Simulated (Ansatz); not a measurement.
## A computed series for hypothetical cubic perovskite TlSnCl3: response to strain

Consider TlSnCl3 in the cubic perovskite structure (space group Pm-3m, No. 221; a = 5.578 Å; a hypothetical phase, not in the database extracts checked). Axes: x, y, z lie along the cube axes.

Strains are applied to the cell and any free atomic positions relax; under stress the whole cell relaxes.

Level of theory: PBE/PAW in Ansatz (a quantum-chemistry and plane-wave program), spin-orbit coupling left out.

Candidates:
(a) uniaxial strain ε_xx = +0.52 %
(b) uniaxial strain ε_zz = −5.20 %
(c) uniaxial stress, 3 GPa compression along z

Before the change:

| Quantity | Result |
|---|---|
| Band gap | 0.89 eV |

### Question
Order them by band gap, lowest first.

### Answer
(b) uniaxial strain ε_zz = −5.20 % (0.35 eV), (c) uniaxial stress, 3 GPa compression along z (0.51 eV), (a) uniaxial strain ε_xx = +0.52 % (0.92 eV)

Spin-orbit coupling, missing from the scalar runs, can matter with Tl. Stability under load was not tested beyond the relaxation. Many cubic perovskites are stable only at high temperature; tilts and polar distortions were not tested.
